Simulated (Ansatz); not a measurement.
For NbSi (model structure, started from the CoSn type, P6/mmm, No. 191, 6 atoms in the cell), PBEsol (plane waves, PAW; Ansatz, a quantum-chemistry and plane-wave program) gives:

```
Quantity             Result
------------------  -------
lattice constant a  5.523 Å
c axis length       4.272 Å
```

Q: What does PBE-D3(BJ) (Ansatz, PAW) give for the same quantities?

A: 
- lattice constant a: 5.527 Å (rises by 0.1 %)
- lattice parameter c: 4.247 Å (decreases by 0.6 %)

Changes are worked out from the printed values.

Unless a cell is named, each level is at its own relaxed cell (PBEsol 18.81, PBE-D3(BJ) 18.73 Å³/atom).

Ansatz's density-functional and Hartree–Fock values are scalar-relativistic unless marked +SOC, with PAW data made under PBE.

A model structure was made by putting elements into a prototype or built by hand; it is no filed structure, need not be a known phase, and can be a saddle point held by its symmetry.
